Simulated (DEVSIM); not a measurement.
Structure: abrupt GaAs p-n junction, at 300 K.

```csv
layer (left to right),material,thickness (μm),Nd (cm⁻³),Na (cm⁻³),τn (s),τp (s)
1,GaAs,0.880,-,2.2e17,9.4e-8,9.4e-8
2,GaAs,120,1.8e17,-,9.4e-8,9.4e-8
```

Left contact: ohmic. Right contact: ohmic. Voltage is applied to the left contact. Recombination: SRH at mid-gap. Mobility is constant in doping.

The device is made up for the run: typed textbook-type constants, with dimensions and the other settings drawn at random. Values at 300 K.

| parameter | GaAs |
|---|---|
| gap (eV) | 1.424 |
| affinity (eV) | 4.07 |
| permittivity | 12.9 |
| Nc (cm⁻³) | 4.7e17 |
| Nv (cm⁻³) | 9e18 |
| μn (cm²/Vs) | 8500 |
| μp (cm²/Vs) | 400 |

DEVSIM, 1D drift-diffusion, Boltzmann statistics, complete ionisation; no tunnelling, impact ionisation, image-force lowering or self-heating.

Task: Tabulate band edges, carrier densities and field at 1.05 V on the left contact.

Result: Energies count from the Fermi level of the right contact; mesh points crowd at the junctions.

```json
[
 {"x (μm)": "0.000", "Ec (eV)": "0.278", "Ev (eV)": "-1.146", "n (cm⁻³)": "< 1e2", "p (cm⁻³)": "2.2e17", "field (V/cm)": "≈ 0"},
 {"x (μm)": "0.03631", "Ec (eV)": "0.278", "Ev (eV)": "-1.146", "n (cm⁻³)": "4.2e11", "p (cm⁻³)": "2.2e17", "field (V/cm)": "≈ 0"},
 {"x (μm)": "0.1303", "Ec (eV)": "0.278", "Ev (eV)": "-1.146", "n (cm⁻³)": "1.5e12", "p (cm⁻³)": "2.2e17", "field (V/cm)": "≈ 0"},
 {"x (μm)": "0.3525", "Ec (eV)": "0.278", "Ev (eV)": "-1.146", "n (cm⁻³)": "4.1e12", "p (cm⁻³)": "2.2e17", "field (V/cm)": "≈ 0"},
 {"x (μm)": "0.7279", "Ec (eV)": "0.278", "Ev (eV)": "-1.146", "n (cm⁻³)": "8.5e12", "p (cm⁻³)": "2.2e17", "field (V/cm)": "≈ 0"},
 {"x (μm)": "0.8323", "Ec (eV)": "0.277", "Ev (eV)": "-1.147", "n (cm⁻³)": "1.0e13", "p (cm⁻³)": "2.1e17", "field (V/cm)": "-1500"},
 {"x (μm)": "0.8764", "Ec (eV)": "0.185", "Ev (eV)": "-1.239", "n (cm⁻³)": "3.6e14", "p (cm⁻³)": "6.0e15", "field (V/cm)": "-65000"},
 {"x (μm)": "0.9283", "Ec (eV)": "0.027", "Ev (eV)": "-1.397", "n (cm⁻³)": "1.6e17", "p (cm⁻³)": "1.3e13", "field (V/cm)": "-2600"},
 {"x (μm)": "1.041", "Ec (eV)": "0.025", "Ev (eV)": "-1.399", "n (cm⁻³)": "1.8e17", "p (cm⁻³)": "1.2e13", "field (V/cm)": "≈ 0"},
 {"x (μm)": "1.328", "Ec (eV)": "0.025", "Ev (eV)": "-1.399", "n (cm⁻³)": "1.8e17", "p (cm⁻³)": "1.2e13", "field (V/cm)": "≈ 0"},
 {"x (μm)": "2.113", "Ec (eV)": "0.025", "Ev (eV)": "-1.399", "n (cm⁻³)": "1.8e17", "p (cm⁻³)": "1.1e13", "field (V/cm)": "≈ 0"},
 {"x (μm)": "5.310", "Ec (eV)": "0.025", "Ev (eV)": "-1.399", "n (cm⁻³)": "1.8e17", "p (cm⁻³)": "7.8e12", "field (V/cm)": "≈ 0"},
 {"x (μm)": "12.24", "Ec (eV)": "0.025", "Ev (eV)": "-1.399", "n (cm⁻³)": "1.8e17", "p (cm⁻³)": "3.9e12", "field (V/cm)": "≈ 0"},
 {"x (μm)": "29.96", "Ec (eV)": "0.025", "Ev (eV)": "-1.399", "n (cm⁻³)": "1.8e17", "p (cm⁻³)": "6.4e11", "field (V/cm)": "≈ 0"},
 {"x (μm)": "85.59", "Ec (eV)": "0.025", "Ev (eV)": "-1.399", "n (cm⁻³)": "1.8e17", "p (cm⁻³)": "2.3e9", "field (V/cm)": "≈ 0"},
 {"x (μm)": "107.6", "Ec (eV)": "0.025", "Ev (eV)": "-1.399", "n (cm⁻³)": "1.8e17", "p (cm⁻³)": "2.3e8", "field (V/cm)": "≈ 0"},
 {"x (μm)": "115.7", "Ec (eV)": "0.025", "Ev (eV)": "-1.399", "n (cm⁻³)": "1.8e17", "p (cm⁻³)": "7.0e7", "field (V/cm)": "≈ 0"},
 {"x (μm)": "118.9", "Ec (eV)": "0.025", "Ev (eV)": "-1.399", "n (cm⁻³)": "1.8e17", "p (cm⁻³)": "2.6e7", "field (V/cm)": "≈ 0"},
 {"x (μm)": "120.3", "Ec (eV)": "0.025", "Ev (eV)": "-1.399", "n (cm⁻³)": "1.8e17", "p (cm⁻³)": "7100000", "field (V/cm)": "≈ 0"},
 {"x (μm)": "120.7", "Ec (eV)": "0.025", "Ev (eV)": "-1.399", "n (cm⁻³)": "1.8e17", "p (cm⁻³)": "2500000", "field (V/cm)": "≈ 0"},
 {"x (μm)": "120.8", "Ec (eV)": "0.025", "Ev (eV)": "-1.399", "n (cm⁻³)": "1.8e17", "p (cm⁻³)": "780000", "field (V/cm)": "≈ 0"},
 {"x (μm)": "120.9", "Ec (eV)": "0.025", "Ev (eV)": "-1.399", "n (cm⁻³)": "1.8e17", "p (cm⁻³)": "< 1e2", "field (V/cm)": "≈ 0"}
]
```
